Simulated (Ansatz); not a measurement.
Cubic perovskite BaZrO3, treated with PBE+SOC (PAW; Ansatz, an electronic-structure program).

Numerical settings: plane-wave cutoff 520 eV, 8×8×8 k mesh, Fermi–Dirac smearing 0.01 eV, PAW data made under PBE.

Cell (measured lattice):

Space group Pm-3m (No. 221); a = 4.1910 Å, b = 4.1910 Å, c = 4.1910 Å, α = 90.00°, β = 90.00°, γ = 90.00°

```tsv
atom	site	symmetry	x	y	z
Ba	1a	m-3m	0.0000	0.0000	0.0000
Zr	1b	m-3m	0.5000	0.5000	0.5000
O	3c	4/mm.m	0.0000	0.5000	0.5000
```

### Question
Give the computed band gap and smallest direct gap on the k points sampled.

### Answer

- band gap: 3.21 eV (indirect)
- smallest direct gap on the k points sampled: 3.37 eV

Measured, for comparison: band gap 5.3 eV (temperature not stated, no zero-point or thermal correction, first of three measured values (5.3, 4.86, 4.8), our sources range from 4.86 to 5.30; as tabulated in Lindman et al. (2015), arXiv:1503.06612). Computed (rounded) less measured: band gap -2.09 eV (-1.65 eV to -2.09 eV over the range).

Note: cell and atoms aren't relaxed at this level (pressure 4.1 GPa).

The computed numbers hold no vibrational or temperature effects.
